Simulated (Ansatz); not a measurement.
Subject: the energy of the reaction as written. Reaction: 3 cell B → cell A. A negative value means that the right-hand side lies lower.

Cell A: a sheet of composition Se3, 3 atoms, hexagonal cell of 5.31 Å (24.4 Å²), symmetry P6/mmm, 0.0 Å thick under 16 Å of vacuum, in-plane vectors relaxed; planes from bottom to top: Se3, all atoms in one plane; a model cell; partly filled levels (a metallic host or states in the gap) with PBE; spin state with PBE: run without spin, k-point mesh 12×12×1.
```yaml
crystal:
  lattice:
    - [5.31270, 0.00000, 0.00000]
    - [-2.65635, 4.60093, 0.00000]
    - [0.00000, 0.00000, 16.00000]
  atoms:
    - { symbol: Se, position: [0.50000, 0.00000, 0.50000] }
    - { symbol: Se, position: [0.00000, 0.50000, 0.50000] }
    - { symbol: Se, position: [0.50000, 0.50000, 0.50000] }
```

Cell B: a sheet of composition Se, 1 atom, square cell of 2.64 Å (6.9 Å²), symmetry P4/mmm, 0.0 Å thick under 16 Å of vacuum, in-plane vectors relaxed; planes from bottom to top: Se; a model cell; partly filled levels (a metallic host or states in the gap) with PBE; spin state with PBE: run without spin, k-point mesh 14×14×1.
```
Se
1.0
    2.63501     0.00000     0.00000
    0.00000     2.63501     0.00000
    0.00000     0.00000    16.00000
Se
1
Direct
  0.00000   0.00000   0.50000
```

Computed with Ansatz (plane waves, PAW), its default PAW set, cutoff 420 eV, 500 eV for r2SCAN. The structures are at rest with PBE; other levels are single points on them. Neutral cells; Fermi-Dirac smearing of at most 0.05 eV in the solids, energies taken to zero width. The lattices are those relaxed with PBE, so at other levels the solids can be strained, which adds to the spread. A dispersion term (D3(BJ), or D4 for r2SCAN) was computed beside these levels and is taken off wherever the name lacks it. No zero-point or thermal terms. The cells' k-point meshes differ in density, so the last digit is unsettled. Cell A has symmetry P6/mmm and got no random move, so less symmetric positions, which may lie lower, weren't tried. Cell B has symmetry P4/mmm and got no random move, so less symmetric positions, which may lie lower, weren't tried.

Predict the value from PBE.

0.91 eV, for 3 cell B → cell A.

List the value at the remaining levels and say how far they part.


| Functional | value (eV) | less PBE |
|---|---|---|
| r2SCAN | 1.07 | 0.16 |

The levels span 0.16 eV, from PBE (0.91) to r2SCAN (1.07).

Ansatz is a quantum-chemistry and plane-wave program.
